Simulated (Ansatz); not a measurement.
## Ru: isotropic strain −0.50 %

Take Ru in the hcp (Mg type) structure (space group P6_3/mmc, No. 194; a = 2.676 Å, c = 4.224 Å; relaxed with 0.1 eV smearing) as the base.

The change: an isotropic linear strain of −0.50 %, atoms relaxed at fixed cell.

The values are results of LDA in Ansatz (plane waves to 420 eV, PAW, scalar-relativistic without spin-orbit coupling), not measurements. Settings: 25×25×14 k-points, 0.1 eV Fermi–Dirac smearing.

The volume per atom shrinks by 0.195 Å³ to 12.90 Å³ and the space group is still P6_3/mmc (No. 194). The shortest interatomic distance shrinks by 0.0131 Å to 2.603 Å and the energy rises by 3.4 meV/atom. The pressure (mean of the normal stresses, compression positive) goes from zero to 5.7 GPa and the band gap stays zero.

No phonon test of stability was made. The final runs are not spin-polarised.

Ansatz is a first-principles code.
